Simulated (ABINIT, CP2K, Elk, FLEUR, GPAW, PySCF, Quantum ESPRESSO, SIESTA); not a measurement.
**Se (P3_121, 3 atoms in the cell) computed with different codes at matched settings**

Self-consistent single point.

```yaml
crystal:
  lattice:
    - [4.48815, 0.00000, 0.00000]
    - [-2.24408, 3.88685, 0.00000]
    - [0.00000, 0.00000, 4.96038]
  atoms:
    - { symbol: Se, position: [0.21789, 0.00000, 0.33333] }
    - { symbol: Se, position: [0.00000, 0.21789, 0.66667] }
    - { symbol: Se, position: [0.78211, 0.78211, 0.00000] }
```

All programs got the same cell, k-point mesh and kind of occupations (in FLEUR's words: jspins = 1; fermiSmearingEnergy = 0.00073499 Htr; mesh (inpgen div1-3) = 5 5 4); potentials, basis and cutoffs are each program's usual ones.

| code | model | pressure (GPa) | largest force (eV/Å) | gap on the mesh (eV) | k-points | cutoff |
|---|---|---|---|---|---|---|
| FLEUR | PBE, all-electron FLAPW (FLEUR), scalar-relativistic valence | – | 0.572 | 1.416 | 17 | Kmax 3.9 1/bohr |
| SIESTA | GGA PBE, numerical atomic orbitals DZP, PseudoDojo PBE standard norm-conserving potentials (rewritten from UPF to PSML) | 7.44 | 2.257 | 1.274 | 53 | grid 300 Ry |
| CP2K | PBE, GPW, DZVP-MOLOPT-SR-GTH basis, GTH-PBE potentials (GTH_POTENTIALS) | 2.80 | 0.624 | 1.399 | 51 | grid 400 Ry |
| PySCF | PBE, Gaussian basis gth-dzvp-molopt-sr, GTH pseudopotentials gth-pbe, FFT density fitting with multigrid | – | – | 1.399 | 100 | grid 50 Ha |
| ABINIT | PBE, norm-conserving pseudopotentials (PseudoDojo nc-sr-05 PBE standard) | 2.09 | 0.433 | 1.399 | 17 | 43 Ha |
| Elk | PBE, all-electron FP-LAPW, Elk's shipped species files, default APW+lo basis | – | – | 1.398 | 23 | rgkmax 7 |
| Quantum ESPRESSO | PBE, PSlibrary ultrasoft (PBE) pseudopotentials | 2.27 | 0.490 | 1.426 | 17 | 30 Ry |
| GPAW | PBE, GPAW PAW datasets PBE (gpaw-data 1.0.1) | 2.09 | 0.432 | 1.400 | 17 | 600 eV |

A dash marks a value that a program does not give, or that is left out as unsure.

Gaps are read on the mesh. Another mesh or the band path gives a smaller gap, so these values are not converged in the mesh.

The spread over the programs that give each value: pressure within 5.35 GPa; largest force within 1.825 eV/Å; gap on the mesh within 0.152 eV.

The starting cell comes from a database of computed structures (which also holds hypothetical and non-ambient phases and stackings), without a prior relaxation at this level. Its lattice was rescaled by a random factor within 2.5 % of one. On FLEUR's run: Values depend on the basis (sphere radii, cutoffs, local orbitals), which need not be converged.

Problem. Why do the programs differ, and what cannot be compared?

Solution. Differences of this kind can come from the potentials, where these differ, and from what each basis and cutoff leave unconverged. The valence holds different numbers of electrons (FLEUR 48, SIESTA 48, CP2K 18, PySCF 18, ABINIT 48, Quantum ESPRESSO 18, GPAW 18). The zero of total energies and Fermi levels follows the potentials and each program's conventions, so they are not compared here. SIESTA, CP2K and PySCF use small atom-centred bases, whose incompleteness enters pressures, forces and empty levels differently from a plane-wave cutoff. FLEUR and Elk treat all electrons, but the usual bases taken here (sphere radii, linearisation, local orbitals, empty states) were not tested for convergence, so the values are no reference for the others. The programs reduce the same mesh by symmetry to different extents, which changes the work and not the result. In the pressure, SIESTA (by 5.34) lies more than 1 GPa from the median of the plane-wave programs. In the gap, SIESTA (by 0.126) lies more than 0.12 eV from the median of the plane-wave programs. In the force vectors, FLEUR (by 0.139), SIESTA (by 1.824) and CP2K (by 0.191) lie more than 0.08 eV/Å from the median of the plane-wave programs.
